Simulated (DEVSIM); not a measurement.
Structure: illuminated Ge n-on-p cell, one wavelength, at 300 K.

Layer 1 from the left is Ge, thickness (μm) 0.340, Nd (cm⁻³) 3e18, τn (s) 7.8e-7, τp (s) 2.5e-8, absorption coefficient (cm⁻¹) 22000. Layer 2 from the left is Ge, thickness (μm) 160, Na (cm⁻³) 2.7e17, τn (s) 1.1e-6, τp (s) 1.1e-6, absorption coefficient (cm⁻¹) 22000.

Left contact: ohmic, minority hole recombination velocity 80 cm/s. Right contact: ohmic, minority electron recombination velocity 6e5 cm/s. Voltage is applied to the left contact. Recombination: SRH at mid-gap, radiative, Auger. Light enters at the left, 3.3e16 photons cm⁻² s⁻¹, one pass, no reflection. Mobility is constant in doping.

The device is made up for the run: typed textbook-type constants, with dimensions and the other settings drawn at random. Values at 300 K.

Ge: gap (eV) 0.664, affinity (eV) 4, permittivity 16, Nc (cm⁻³) 1.04e19, Nv (cm⁻³) 6e18, μn (cm²/Vs) 3900, μp (cm²/Vs) 1900, B (cm³/s) 6.4e-14, Cn (cm⁶/s) 1e-31, Cp (cm⁶/s) 1e-31.

DEVSIM, 1D drift-diffusion, Boltzmann statistics, complete ionisation; no tunnelling, impact ionisation, image-force lowering or self-heating.

Dark forward current:

```tsv
|V| (V)	|J| (A/cm²)
0.05	1.862e-5
0.10	0.0001383
0.15	0.0009436
0.20	0.006449
0.25	0.04434
0.30	0.3055
0.35	2.095
0.40	13.78
0.45	75.68
0.50	296.7
0.55	876.8
0.60	2112
```

Work out the local ideality factor n = ΔV / (kT/q · ln(J2/J1)) between the rows 0.15 and 0.20 V, 0.25 and 0.30 V, 0.55 and 0.60 V.

kT/q = 25.85 mV. From 0.15 to 0.20 V: ln(0.006449/0.0009436) = 1.922, n = 1.01, near the 1 of diffusion or emission over a barrier. From 0.25 to 0.30 V: ln(0.3055/0.04434) = 1.930, n = 1.00, near the 1 of diffusion or emission over a barrier. From 0.55 to 0.60 V: ln(2112/876.8) = 0.879, n = 2.20.

What current could the absorbed light give at most, and what share is collected?

Σ αd = 353, so qΦ(1 − exp(−Σ αd)) = 5.29 mA/cm². The simulated short-circuit current is 5.271 mA/cm², a share of 1.00.

Estimate the open-circuit voltage by superposition: the voltage at which the dark current equals that short-circuit current.

Interpolating ln J in the table gives 0.195 V. The simulation gives 0.195 V, the same within the digits that matter. Superposition holds where collection doesn't change with voltage.
